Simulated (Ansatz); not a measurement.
**ZrGeO3 (model structure, started from the PbTiO3 type, P4mm, No. 99, 5 atoms in the cell): properties by level of theory**

| level (code) | lattice constant a (Å) | lattice parameter c (Å) | bulk modulus (GPa) | cohesive energy (eV/atom) | band gap (eV) |
|---|---|---|---|---|---|
| LDA (Ansatz) | 3.954 | 4.290 | 117 | 7.21 | 1.38 |
| PBEsol (Ansatz) | 3.987 | 4.343 | 104 | 6.52 | 1.39 |
| r²SCAN (Ansatz) | 4.009 | 4.367 | 102 | 5.99 | 1.68 |

Computed values are for a static lattice. Levels without +SOC have no spin–orbit coupling; where heavier elements are present it shifts gaps, mostly down, and can invert bands.  Each level is taken at its own relaxed cell. Cutoffs differ between the levels. Ansatz's density-functional and Hartree–Fock values are scalar-relativistic unless marked +SOC, with PAW data made under PBE.

Caveats: the bulk modulus is −V dP/dV from two relaxed cells at ±2 % in volume (LDA, PBEsol, r²SCAN). Ansatz's density-functional and Hartree–Fock values are scalar-relativistic unless marked +SOC, with PAW data made under PBE.

Free atoms are spin-polarised, in the lowest state found; at levels without +SOC their spin–orbit coupling is left out.

Computed values are for the static lattice.

A model structure was made by putting elements into a prototype or built by hand; it is no filed structure, need not be a known phase, and can be a saddle point held by its symmetry.

Ansatz is a program for electronic structure.
